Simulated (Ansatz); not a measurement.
Partial pair distribution functions of a relaxed model of amorphous Si₃₀N₄₄Ge₃, broadened by 0.06 Å; density 3.15 g/cm³. These are PBE, scalar-relativistic without spin-orbit coupling (plane waves to 420 eV, PAW; Ansatz, a quantum-chemistry and plane-wave program) values and carry that method's errors.

Preparation: random packing, a CHGNet melt and quench, and a DFT relaxation. N atoms were pushed apart under 1.9 Å during the dynamics, to hinder bonds among them. The hot cell started wider than the set density and was brought back towards it in steps. It is the lowest in DFT energy of 2 quenches. It is a model cell: composition and starting density were chosen by hand, and all elements were melted together. No dispersion term was used. Its density started from a set value of 3.15 and ended at 3.15 g/cm³. The quench (nominally 380 K/ps over its main leg) was far faster than any real one, so the model tends to hold more defects than a real film. One small periodic cell is one sample of the glass; other quenches scatter about these values. The volume was held where the preparation left it, at a PBE pressure of -0.3 GPa (tension). Stress components on the final sampling reach 3.3 GPa.

```csv
r (Å),g Si-N,g N-Ge,g Si-Si,g N-N
1.45,0.01,0.00,0.00,0.00
1.55,0.35,0.01,0.00,0.00
1.65,4.19,0.56,0.00,0.00
1.75,10.11,3.99,0.00,0.00
1.85,4.72,5.70,0.00,0.00
1.95,1.11,3.52,0.00,0.00
2.05,0.23,1.46,0.00,0.00
2.15,0.13,0.22,0.00,0.00
2.25,0.06,0.67,0.00,0.04
2.35,0.00,0.25,0.13,0.30
2.45,0.02,0.01,0.81,0.65
2.55,0.09,0.01,0.90,1.02
2.65,0.05,0.26,1.16,1.85
2.75,0.05,0.41,0.96,3.15
2.85,0.19,0.05,1.55,3.48
2.95,0.32,0.18,2.29,2.92
3.05,0.63,0.43,3.71,2.32
3.15,0.72,0.69,3.34,1.38
3.25,0.84,1.43,1.87,0.85
3.35,1.19,1.56,0.70,0.57
3.45,1.35,1.82,0.44,0.64
3.55,1.15,1.66,0.30,0.45
3.65,1.39,1.09,0.50,0.41
3.75,1.42,0.65,0.49,0.48
3.85,1.24,0.67,0.60,0.36
3.95,1.26,0.90,0.54,0.51
4.05,1.27,1.82,0.62,0.55
4.15,1.47,1.68,0.78,0.45
4.25,1.44,1.24,0.80,0.45
4.35,1.35,1.61,0.83,0.78
4.45,1.41,1.13,0.80,0.77
4.55,1.25,1.49,0.86,0.99
4.65,0.94,1.26,0.76,1.23
4.75,0.70,0.71,0.80,1.33
```

Within 2.30 Å each Si has 4.10 N neighbours on average.
